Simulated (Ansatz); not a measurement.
Cost and result by functional for the adsorption energy of Cl on the 1x1 (110) surface of bcc W, one in a 2x2 cell, started at the site 'hollow W-W-W', in Ansatz (plane waves, PAW). Single points on the PBE structure, on one kind of machine; costs are rough ratios of the slab run's core time (references not counted) to the cheapest single point. r2SCAN's cost holds its higher cutoff (500 against 420 eV). Differences are taken against r2SCAN for comparison alone: no measured value is at hand, so the table doesn't rank accuracy.

Set-up: 17 atoms, 6.6 Å thick at the start under the adsorbate (thin: gaps and levels are the slab's own); mesh 6x6x1; 0.1 eV smearing; dipole correction on; 8 atoms held, the rest relaxed; start symmetry kept, larger cells not searched; no spin, no spin-orbit, no U, no dispersion correction. At the end it is bonded to 3 W. In PBE it is, or lies within 0.03 eV of, the lowest of the starts that converged. These notes are the PBE run's. Adsorption energies are against ½ Cl2(g). A negative adsorption energy means that the adsorbate is more stable on the surface than in its reference.

```json
[
 {"functional": "RPBE", "relative cost": "1", "adsorption energy (eV)": "-2.37", "less r2SCAN (eV)": "0.55"},
 {"functional": "r2SCAN", "relative cost": "2", "adsorption energy (eV)": "-2.92", "less r2SCAN (eV)": "0.00"},
 {"functional": "PBE (the relaxed run's value)", "relative cost": "–", "adsorption energy (eV)": "-2.62", "less r2SCAN (eV)": "0.30"}
]
```

The values span 0.55 eV, while the single points' costs differ by a factor of roughly 2. Differences are of unrounded values.

Ansatz is a quantum-chemistry and plane-wave program.
